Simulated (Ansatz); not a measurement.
Reference: InP (F-43m), HSE06, rigid bands (plane waves, PAW, scalar-relativistic; Ansatz, a program for electronic structure); axes and stresses refer to this cell.

```xyz
2
Lattice="0.0000 2.9390 2.9390 2.9390 0.0000 2.9390 2.9390 2.9390 0.0000" Properties=species:S:1:pos:R:3 pbc="T T T"
In     0.0000     0.0000     0.0000
P      1.4695     1.4695     1.4695
```

The Seebeck coefficient, p-type 1e19 cm⁻³ is 339 μV/K, the band gap is 1.45 eV and the electron conductivity mass comes out as 0.095 mₑ.

### Question
Change: uniaxial stress along [110] of -3 GPa (compression positive). What happens to Seebeck coefficient, p-type 1e19 cm⁻³, band gap, electron conductivity mass?

### Answer
Seebeck coefficient, p-type 1e19 cm⁻³ shrinks to 264 μV/K; band gap shrinks to 1.22 eV; electron conductivity mass decreases to 0.089 mₑ.

Masses are for dilute carriers at 300 K, harmonic means over directions unless an axis is named. Seebeck coefficients are for the stated density at 300 K, with one relaxation time for all states and whether or not that doping can be reached. Spin-orbit coupling is left out unless a row names it; without it hole values are far off for these elements. Stresses and pressures are the targets of the relaxation.  The structure type is held under load, also where the real crystal would transform.
